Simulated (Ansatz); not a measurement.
**BeTe: response to strain**

The reference is BeTe in the zinc blende structure (space group F-43m, No. 216).

```xyz
2
Lattice="0.0000 2.8022 2.8022 2.8022 0.0000 2.8022 2.8022 2.8022 0.0000" Properties=species:S:1:pos:R:3 pbc="T T T"
Te     4.2033     4.2033     4.2033
Be     0.0000     0.0000     0.0000
```

Cartesian axes are those of the cell as printed.

Strains are applied to the cell and any free atomic positions relax; under biaxial strain the out-of-plane vector relaxes too; under stress the whole cell relaxes.

Calculations: PBEsol, PAW, 420 eV (Ansatz, a quantum-chemistry and plane-wave program; no spin-orbit coupling).

Notes on the quantities. energy relative to the base: free energy F.

| change | volume per atom | space group | smallest direct gap | energy relative to the base | gap character |
|---|---|---|---|---|---|
| base | 22.00 Å³ | F-43m (No. 216) | 3.61 eV | 0 meV/atom | – |
| biaxial strain +1.02 %, plane normal [001], relaxed out of plane | 22.27 Å³ | I-4m2 (No. 119) | 3.53 eV | +1.5 meV/atom | indirect, Γ → M |
| biaxial strain +4.51 %, plane normal [001], relaxed out of plane | 23.12 Å³ | I-4m2 (No. 119) | 3.20 eV | +27 meV/atom | indirect, Γ → M |
| biaxial strain −0.90 %, plane normal [111], relaxed out of plane | 21.69 Å³ | R3m (No. 160) | 3.45 eV | +1.6 meV/atom | indirect, Γ → F |
| uniaxial strain ε_yy = +5.81 % | 23.28 Å³ | I-4m2 (No. 119) | 3.30 eV | +22 meV/atom | indirect, Γ → X |
| uniaxial stress, 1 GPa tension along x | 22.13 Å³ | I-4m2 (No. 119) | 3.57 eV | +0.9 meV/atom | indirect, Γ → X |
| tensor shear ε_yz = −3.44 % | 21.98 Å³ | Imm2 (No. 44) | 2.87 eV | +17 meV/atom | indirect, Γ → X |
| uniaxial stress, 1 GPa compression along x | 21.89 Å³ | I-4m2 (No. 119) | 3.52 eV | +0.9 meV/atom | indirect, Γ → M |
| uniaxial stress, 8 GPa tension along z | 23.10 Å³ | I-4m2 (No. 119) | 3.10 eV | +51 meV/atom | indirect, Γ → X |
| tensor shear ε_xy = +0.47 % | 22.00 Å³ | Imm2 (No. 44) | 3.52 eV | (withheld) | indirect, Γ → X |

Q: Some entries are withheld; estimate them.

A: 
- tensor shear ε_xy = +0.47 %, energy relative to the base: +0.3 meV/atom

Spin-orbit coupling, missing from the scalar runs, can matter with Te. Beyond what the load breaks, stability against distortions was not tested. k-point labels follow each cell's own Brillouin zone.
